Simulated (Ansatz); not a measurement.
Consider BaF2 in the fluorite structure (space group Fm-3m, No. 225; a = 6.137 Å). Axes: x, y, z lie along the cube axes.

Method: Kohn–Sham DFT with the PBEsol functional, run in Ansatz (a quantum-chemistry and plane-wave program) with PAW and 420 eV plane waves, spin-orbit coupling left out.

Base values:

The smallest direct gap is 6.95 eV and the band gap comes out as 6.83 eV.

Now apply this change: a free-standing slab of 6 layers (18 atoms, 3 a layer) is cut normal to [111], with 15 Å of vacuum and the in-plane cell held at bulk.

Task: Predict the new smallest direct gap, band gap and change of the spacing d12 from its bulk value of 0.886 Å.

Result: The smallest direct gap drops by 0.55 eV (6.95 eV → 6.40 eV); the band gap shrinks by 0.46 eV, from 6.83 eV to 6.37 eV; the change of the spacing d12 from its bulk value of 0.886 Å is -10.0 %.

Stability against distortions was not tested.
